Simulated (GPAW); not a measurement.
Band structure of SrCd (Pm-3m, 2 atoms in the cell).

```
CELL_PARAMETERS angstrom
      4.03563     0.00000     0.00000
      0.00000     4.03563     0.00000
      0.00000     0.00000     4.03563
ATOMIC_POSITIONS crystal
  Sr 0.50000 0.50000 0.50000
  Cd 0.00000 0.00000 0.00000
```

Computed with LDA (Perdew-Wang 92), GPAW PAW datasets LDA (gpaw-data 1.0.1) (plane waves; GPAW).

Settings: mode = pw; ecut = 550 eV; xc = LDA; kpts = 11 11 11; mesh shift (steps) = 0 0 0; occupations.name = fermi-dirac; occupations.width = 0.1 eV; nbands = -8; convergence.density = 1e-05 e/electron; symmetry.symmorphic = false; symmetry.tolerance = 0.0005; maxiter = 120; bandpath_npoints = 40.

The starting cell comes from a database of computed structures (which also holds hypothetical and non-ambient phases and stackings), without a prior relaxation at this level.

Levels in eV from the Fermi level, bands 8 to 15:
| point | 8 | 9 | 10 | 11 | 12 | 13 | 14 | 15 |
|---|---|---|---|---|---|---|---|---|
| Γ | -8.38 | -8.38 | -5.76 | 1.39 | 1.39 | 3.87 | 3.87 | 3.87 |
| X | -8.37 | -8.36 | -3.62 | -2.38 | 1.75 | 2.22 | 2.22 | 5.16 |
| M | -8.44 | -8.26 | -3.13 | 0.00 | 0.00 | 1.10 | 3.82 | 3.82 |
| R | -8.25 | -8.25 | -0.93 | -0.71 | -0.71 | -0.71 | 4.53 | 4.53 |

Bands cross the Fermi level along this path, so the cell is metallic at this level.
